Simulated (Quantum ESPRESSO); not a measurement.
Input and output of a self-consistent single point for NaHg3 (Pm-3m, 4 atoms in the cell) (Quantum ESPRESSO).

Method: LDA (PZ), GBRV 1.5 ultrasoft (LDA) pseudopotentials (plane waves; Quantum ESPRESSO 7.5).

The change in words: lattice scaled by 0.98. Reference geometry:
```yaml
crystal:
  lattice:
    - [4.64063, 0.00000, 0.00000]
    - [0.00000, 4.64063, 0.00000]
    - [0.00000, 0.00000, 4.64063]
  atoms:
    - { symbol: Na, position: [0.00000, 0.00000, 0.00000] }
    - { symbol: Hg, position: [0.00000, 0.50000, 0.50000] }
    - { symbol: Hg, position: [0.50000, 0.00000, 0.50000] }
    - { symbol: Hg, position: [0.50000, 0.50000, 0.00000] }
```

Reference input (self-consistent single point, DFT, LDA (PZ), plane waves, GBRV 1.5 ultrasoft (LDA) pseudopotentials): ecutwfc = 40 Ry; ecutrho = 200 Ry; occupations = smearing; smearing = gauss; degauss = 0.0147 Ry; potentials = {Na: na_lda_v1.5.uspp.F.UPF, Hg: hg_lda_v1.uspp.F.UPF}; K_POINTS = automatic 10 10 10 0 0 0; conv_thr = 1e-10 Ry; mixing_beta = 0.5. This run's input differs from it in these lines:

```diff
@@ -10,3 +10,3 @@
    ibrav = 1
-   celldm(1) = 8.769519746
+   celldm(1) = 8.594128595
    nat = 4
```

Output, abridged:

```
     Self-consistent Calculation

     iteration #  1     ecut=    40.00 Ry     beta= 0.50

     Threshold (ethr) on eigenvalues was too large:
     Diagonalizing with lowered threshold

     total energy              =    -417.71667032 Ry
     estimated scf accuracy    <       0.06178093 Ry

     iteration #  2     ecut=    40.00 Ry     beta= 0.50

     total energy              =    -417.73230418 Ry
     estimated scf accuracy    <       0.01080855 Ry

     iteration #  3     ecut=    40.00 Ry     beta= 0.50

     total energy              =    -417.73370117 Ry
     estimated scf accuracy    <       0.00078857 Ry

   [... 7 blocks of this kind left out ...]

     iteration # 11     ecut=    40.00 Ry     beta= 0.50

     total energy              =    -417.73381266 Ry
     estimated scf accuracy    <          1.1E-09 Ry

     iteration # 12     ecut=    40.00 Ry     beta= 0.50
     End of self-consistent calculation

     the Fermi energy is     9.1832 ev

!    total energy              =    -417.73381266 Ry
     estimated scf accuracy    <          6.2E-11 Ry
     smearing contrib. (-TS)   =      -0.00188643 Ry
     internal energy E=F+TS    =    -417.73192623 Ry

     convergence has been achieved in  12 iterations

     Forces acting on atoms (cartesian axes, Ry/au):

     atom    1 type  1   force =     0.00000000    0.00000000    0.00000000
   [... zero for the other atoms too ...]

     Total force =     0.000000     Total SCF correction =     0.000000

          total   stress  (Ry/bohr**3)                   (kbar)     P=      -25.83
  -0.00017557   0.00000000   0.00000000          -25.83        0.00        0.00
   0.00000000  -0.00017557   0.00000000            0.00      -25.83        0.00
   0.00000000   0.00000000  -0.00017557            0.00        0.00      -25.83

   JOB DONE.
```

The run converged in 12 iterations. Against the reference run the free energy falls by 29.0 meV/atom and the pressure goes from -3.74 to -2.58 GPa.

The starting cell comes from a database of computed structures (which also holds hypothetical and non-ambient phases and stackings), without a prior relaxation at this level. For this run, on top of that: lattice scaled by 0.98.

Cost on one core of a shared machine: roughly 50 s.
